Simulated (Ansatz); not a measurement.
# L1₂ (Cu3Au-type) Al₃Sc

Computed with LDA in Ansatz (PAW).

Settings: plane-wave cutoff 520 eV, 16×16×16 k mesh, Fermi–Dirac smearing 0.073 eV (set by the program), scalar-relativistic PAW data made under PBE.

Cell: measured lattice: a = 4.1030 Å, b = 4.1030 Å, c = 4.1030 Å, α = 90.00°, β = 90.00°, γ = 90.00°.

```
Property                                         Result
---------------------------------------------  --------
elastic constant C11                            169 GPa
elastic constant C12                           31.2 GPa
elastic constant C44                           65.5 GPa
Voigt–Reuss–Hill bulk modulus                  77.1 GPa
Voigt–Reuss–Hill shear modulus (Hill average)  66.8 GPa
Young modulus                                   155 GPa
Poisson ratio                                     0.164
```

Note: the cell isn't this level's own, so it is under some stress, which shifts stiffness and frequencies.

Elastic constants are with the ions relaxed.

The computed numbers hold no vibrational or temperature effects.

Ansatz is an electronic-structure program.
